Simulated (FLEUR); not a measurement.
FLEUR run on GaN (F-43m, 2 atoms in the cell): self-consistent single point.

Method: PBE, all-electron FLAPW (FLEUR), scalar-relativistic valence.

The change in words: lattice scaled by 0.98. Reference geometry:
```xyz
2
Lattice="0.0000 2.2781 2.2781 2.2781 0.0000 2.2781 2.2781 2.2781 0.0000" Properties=species:S:1:pos:R:3 pbc="T T T"
Ga     0.0000     0.0000     0.0000
N      3.4171     3.4171     3.4171
```

Reference input (self-consistent single point, DFT, PBE, all-electron FLAPW (FLEUR), scalar-relativistic valence): Kmax = 4.8 1/bohr; GmaxXC = 19.2 1/bohr; xcFunctional = pbe; jspins = 1; l_soc = F; mode = hist; fermiSmearingEnergy = 0.0001 Htr; mesh (inpgen div1-3) = 6 6 6; inpgen gamma flag = true; Gmax = 19.2 1/bohr; numbands = 0; maxIterBroyd = 15. This run's input differs from it in these lines:

```diff
@@ -3,5 +3,5 @@
 &input film=f /
--0.0000000000 2.2780630000 2.2780630000
-2.2780630000 0.0000000000 2.2780630000
-2.2780630000 2.2780630000 -0.0000000000
+0.0000000000 2.2325020000 2.2325020000
+2.2325020000 0.0000000000 2.2325020000
+2.2325020000 2.2325020000 0.0000000000
 1.8897261246
@@ -43,5 +43,5 @@
          <bravaisMatrix>
-            <row-1>    0.0000000000000000     4.3049151645846493     4.3049151645846493</row-1>
-            <row-2>    4.3049151645846493     0.0000000000000000     4.3049151645846493</row-2>
-            <row-3>    4.3049151645846493     4.3049151645846493     0.0000000000000000</row-3>
+            <row-1>    0.0000000000000000     4.2188173526217492     4.2188173526217492</row-1>
+            <row-2>    4.2188173526217492     0.0000000000000000     4.2188173526217492</row-2>
+            <row-3>    4.2188173526217492     4.2188173526217492     0.0000000000000000</row-3>
          </bravaisMatrix>
```

The program printed (abridged):

```
 Iteration:     1   Distance:      26.84246823 me/bohr^3
 Iteration:     2   Distance:      23.27627107 me/bohr^3
 Iteration:     3   Distance:       9.73184944 me/bohr^3
 Iteration:     4   Distance:       5.32214031 me/bohr^3
 Iteration:     5   Distance:       3.87579393 me/bohr^3
   [... 6 lines left out ...]
 Iteration:    12   Distance:       0.00047113 me/bohr^3
 Iteration:    13   Distance:       0.00008349 me/bohr^3
 Iteration:    14   Distance:       0.00004069 me/bohr^3
 Iteration:    15   Distance:       0.00000243 me/bohr^3
 Run finished successfully
 Stop message:
   Structural relaxation: Done

[file out, last iteration]
             iter=     16
[...]
          total density-effective poten   -3.1759748291E+03
          total charge density-energy d   -8.2662663028E+01
 Updated energy parameters for spin:           1
[...]
 fermi energy and band-weighting factors:

[...]
FERMIE:
          first approx. to ef    (T=0)  :   0.285751 htr   (energy of the highest occ. eigenvalue)
          number of occ. states  (T=0)  :        144
          first approx. to seigv (T=0)  :  -1.475943 htr
          sum of weights of occ. states :   9.000000
          sum of semicore charge        :   0.000000 e
FERHIS:  Fermi-Energy by histogram:
          bandgap                     :   0.069453 htr
   [... lines left out ...]
          charge neutrality (T=0)     :   0.000000    (zero if the highest occ. eigenvalue is "entirely" occupied)
 Direct bandgap for spin            1 :    6.9452878454252298E-002  Htr
 ---->    free energy=                     -1998.9079898590 htr
   [... lines left out ...]
      extrapolation for T->0
 ---->    total electron energy=           -1998.9079898590 htr
 ***** TOTAL FORCES ON ATOMS *****
 TOTAL FORCE FOR ATOM TYPE=  1  X=  0.000   Y=  0.000   Z=  0.000
                       FX_TOT= 0.000000 FY_TOT= 0.000000 FZ_TOT= 0.000000
 TOTAL FORCE FOR ATOM TYPE=  2  X= -2.109   Y= -2.109   Z= -2.109
                       FX_TOT= 0.000000 FY_TOT= 0.000000 FZ_TOT= 0.000000
 Structural relaxation: Done
```

The run converged in 15 iterations. FLEUR gives forces in its relaxation mode, with a further iteration, so its stop message speaks of a relaxation. Against the reference run the free energy rises by 22.4 meV/atom and the gap on the mesh goes from 1.498 to 1.890 eV.

The starting cell comes from a database of computed structures (which also holds hypothetical and non-ambient phases and stackings), without a prior relaxation at this level. Its lattice was rescaled by a random factor within 2.5 % of one. For this run, on top of that: lattice scaled by 0.98. Values depend on the basis (sphere radii, cutoffs, local orbitals), which need not be converged.

Cost on one core of a shared machine: roughly 40 s.
